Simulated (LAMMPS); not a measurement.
Melts of Si (diamond structure) cooled to 300 K at several rates.

All values are model results, not measurements: classical MD, pair style meam/spline, file Si_2.meam.spline, run in LAMMPS.

```
cooling rate (K/s)  energy above the crystal  state                  density       coordination number       rough cost
------------------  ------------------------  -----  -----------------------  ------------------------  ---------------
3e+12                          0.161 eV/atom  glass  2.37 g/cm³ (one sample)  4.03 (counted to 2.90 Å)   2.8 core-hours
1e+13                          0.183 eV/atom  glass  2.36 g/cm³ (one sample)  4.06 (counted to 2.94 Å)  40 core-minutes
1e+14                          0.222 eV/atom  glass  2.36 g/cm³ (one sample)  4.06 (counted to 2.86 Å)  17 core-minutes
```

Costs are rough and include melting and analysis.
